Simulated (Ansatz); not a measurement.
## TlBiS2: energy against strain

TlBiS2 (R-3m, 26.133 Å³/atom and stress up to 0.01 GPa in the relaxed cell, c along z) under a strain ε along c (axis z), the other axes held. PBEsol in Ansatz, a plane-wave DFT program (PAW, default set), 420 eV, 9×9×9 Γ-centred mesh, Fermi-Dirac smearing 0.05 eV; ions are relaxed, or left where forces stay under 0.02 eV/Å, within the symmetry of each cell.

Here s stands for strain and y for E less E0.

| strain (%) | E less E0 (meV/atom) |
|---|---|
| -3.00 | ? |
| -1.20 | 0.78 |
| -0.60 | 0.20 |
| 0.00 | 0.00 |
| 0.60 | 0.17 |
| 1.20 | 0.70 |

Problem. Using a parabola, estimate the missing y at s = -3.00 from the other rows, showing the fit.

Solution. Least squares gives y = 0.000 - 0.0317·s + 0.5139·s². Residuals (row less fit): 0.002, -0.004, 0.000, 0.004, -0.002; standard error 0.004 (degrees of freedom: 2). Twice the quadratic coefficient over the volume, 2 × 0.5139 meV × 10⁴ × 0.1602 / 26.133 Å³, is the elastic constant C33 = 63.0 ± 0.4 GPa (± standard error of the fit, which holds the terms cut off). At the withheld row, y = 0.000 - 0.0317 × (-3.0) + 0.5139 × (-3.0)² = 4.720 meV/atom. The calculation gives 4.82 meV/atom, 0.100 meV/atom above the prediction (2.1 % of the range of y in the table). The row lies outside the fitted rows, so this is an extrapolation. The scatter of the fitted rows lies at the last printed digit.

A polynomial of degree 3 through the 10 other runs of the series gives 4.82 there, so most of the miss is curvature that the fit leaves out. The start is a measured cell from the literature; how it stands against other phases or cation orders wasn't checked. Spin-orbit coupling is left out, which can shift these values for the heavy elements here. Rows are the converged runs of the series near zero and its far end, less any whose ions stayed unrelaxed beside relaxed ones; series whose fitted rows scatter by over a few per cent of the range, as at a crossing or softening among them, aren't shown in this form. Most that stay on the fit to the last digits aren't either.
